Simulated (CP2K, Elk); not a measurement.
An Elk input for a self-consistent single point of Tl (P6_3/mmc, 4 atoms in the cell) (DFT, LDA (PW92), all-electron FP-LAPW, Elk's shipped species files, APW+lo basis with extra local orbitals):

```
tasks
  0

xctype
  3

rgkmax
  7.5

gmaxvr
  16.0

nxlo
  2

lorbcnd
  .true.

lmaxi
  2

stype
  0

swidth
  0.00183747

scale
  1.889726125

avec
    3.4767109725    0.0000002564    0.0000000000
   -1.7383557083    3.0109198956    0.0000000000
    0.0000000000    0.0000000000   11.1630830000

atoms
  1   : nspecies
  'Tl.in'   : spfname
  4   : natoms; atposl, bfcmt below
  0.0000000000  0.0000000000  0.0000000000    0.0 0.0 0.0
  0.0000000000  0.0000000000  0.5000000000    0.0 0.0 0.0
  0.3333333333  0.6666666667  0.2500000000    0.0 0.0 0.0
  0.6666666667  0.3333333333  0.7500000000    0.0 0.0 0.0

ngridk
  7 7 2
```

### Question
Write the same calculation as an input for CP2K.

### Answer
This is the input that was run; spellings and numerical settings could be chosen otherwise.

```
&GLOBAL
  PROJECT bulk
  RUN_TYPE ENERGY_FORCE
  PRINT_LEVEL MEDIUM
&END GLOBAL
&FORCE_EVAL
  METHOD Quickstep
  STRESS_TENSOR ANALYTICAL
  &DFT
    BASIS_SET_FILE_NAME BASIS_MOLOPT
    POTENTIAL_FILE_NAME GTH_POTENTIALS
    &QS
      METHOD GPW
      EPS_DEFAULT 1E-10
    &END QS
    &MGRID
      CUTOFF 500
      REL_CUTOFF 60
      NGRIDS 5
    &END MGRID
    &SCF
      SCF_GUESS ATOMIC
      EPS_SCF 1E-7
      MAX_SCF 100
      ADDED_MOS 9
      &DIAGONALIZATION
        ALGORITHM STANDARD
      &END DIAGONALIZATION
      &MIXING
        METHOD BROYDEN_MIXING
        ALPHA 0.3
        NBUFFER 8
        BETA 1
      &END MIXING
      &SMEAR ON
        METHOD GAUSSIAN
        SIGMA [eV] 0.05
      &END SMEAR
    &END SCF
    &KPOINTS
      SCHEME MONKHORST-PACK 7 7 2
      GAMMA_CENTERED T
    &END KPOINTS
    &XC
      &XC_FUNCTIONAL PADE
      &END XC_FUNCTIONAL
    &END XC
    &PRINT
      &MO
        EIGENVALUES T
        OCCUPATION_NUMBERS T
        NDIGITS 8
        FILENAME mo
        &EACH
          QS_SCF 0
        &END EACH
        ADD_LAST NUMERIC
      &END MO
      &MULLIKEN ON
      &END MULLIKEN
    &END PRINT
  &END DFT
  &SUBSYS
    &CELL
      A 3.47671100 0.00000000 0.00000000
      B -1.73835600 3.01092000 0.00000000
      C 0.00000000 0.00000000 11.16308300
      PERIODIC XYZ
    &END CELL
    &COORD
      SCALED
      Tl       0.00000000     0.00000000     0.00000000
      Tl       0.00000000     0.00000000     0.50000000
      Tl       0.33333300     0.66666700     0.25000000
      Tl       0.66666700     0.33333300     0.75000000
    &END COORD
    &KIND Tl
      BASIS_SET DZVP-MOLOPT-SR-GTH
      POTENTIAL GTH-PADE-q13
    &END KIND
  &END SUBSYS
  &PRINT
    &FORCES ON
    &END FORCES
    &STRESS_TENSOR ON
    &END STRESS_TENSOR
  &END PRINT
&END FORCE_EVAL
```

Basis settings and potentials, where a program has them, do not carry over. This input uses DFT LDA (Pade form), GPW, DZVP-MOLOPT-SR-GTH basis, GTH-PADE potentials (GTH_POTENTIALS). LDA parametrisations can differ slightly between programs.

The starting cell comes from a database of computed structures (which also holds hypothetical and non-ambient phases and stackings), without a prior relaxation at this level. Its lattice was rescaled by a random factor within 2.5 % of one.
